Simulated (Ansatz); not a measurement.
For As (Pm-3m, No. 221; start mp-10; another form than the element's usual one), PBEsol in Ansatz (PAW) gives:

| Quantity | Result |
|---|---|
| lattice constant a | 2.690 Å |
| cohesive energy | 3.33 eV/atom |

Question: What does r²SCAN+rVV10 in Ansatz (plane waves, PAW) give for the same quantities?

Answer: 
- lattice constant a: 2.694 Å (goes up by 0.1 %)
- cohesive energy: 2.93 eV/atom (decreases by 0.40 eV/atom)

Changes are worked out from the printed values.

Unless a cell is named, each level is at its own relaxed cell (PBEsol 19.46, r²SCAN+rVV10 19.56 Å³/atom).

Caveats: the relaxation could not lower the start's symmetry, so the cell can be a saddle point above a distorted one (PBEsol, r²SCAN+rVV10). Ansatz's density-functional and Hartree–Fock values are scalar-relativistic unless marked +SOC, with PAW data made under PBE.

A start named mp-… is a Materials Project structure, which can be a computed phase never made.

Ansatz is a program for electronic structure.
